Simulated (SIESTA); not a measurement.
Band structure of TiP (P6_3/mmc, 4 atoms in the cell).

```yaml
crystal:
  lattice:
    - [4.23391, 0.00000, 0.00000]
    - [-2.11695, 3.66667, 0.00000]
    - [0.00000, 0.00000, 4.87092]
  atoms:
    - { symbol: Ti, position: [0.66667, 0.33333, 0.75000] }
    - { symbol: Ti, position: [0.33333, 0.66667, 0.25000] }
    - { symbol: P, position: [0.33333, 0.66667, 0.75000] }
    - { symbol: P, position: [0.66667, 0.33333, 0.25000] }
```

Level of theory: GGA PBEsol, numerical atomic orbitals TZP, PseudoDojo PBEsol standard norm-conserving potentials (rewritten from UPF to PSML) in SIESTA 5.4.2.

Settings: XC.functional = GGA; XC.authors = PBEsol; potentials = PseudoDojo PBEsol standard; PAO.BasisSize = TZP; PAO.EnergyShift = 0.01 Ry; MeshCutoff = 400 Ry; kgrid.MonkhorstPack = 9 9 7; OccupationFunction = FD; ElectronicTemperature = 100 meV; MaxSCFIterations = 150; SCF.Mixer.Method = Pulay; SCF.Mixer.Weight = 0.1; SCF.Mixer.History = 8; SCF.DM.Tolerance = 1.0E-04.

The starting cell comes from a database of computed structures (which also holds hypothetical and non-ambient phases and stackings), without a prior relaxation at this level. Spin polarisation is off, so a magnetic state, if there is one, cannot be reached. Values carry the incompleteness of an atom-centred basis.

Levels in eV from the Fermi level, bands 14 to 19:
```
point     14     15     16     17     18    19
-----  -----  -----  -----  -----  -----  ----
Γ      -2.81  -2.81  -0.57  -0.57  -0.03  0.68
M      -2.80  -2.67  -1.13  -1.10  -0.19  0.74
K      -2.94  -2.94  -1.53  -0.83  -0.81  0.66
A      -3.43  -3.43  -3.43   1.09   1.09  1.09
L      -2.93  -2.87  -2.87   0.24   0.24  0.75
H      -3.63  -2.45  -2.45  -0.25  -0.25  1.38
```

Bands cross the Fermi level along this path, so the cell is metallic at this level.

Higher empty bands are left out: an atom-centred basis made for the valence describes them poorly.
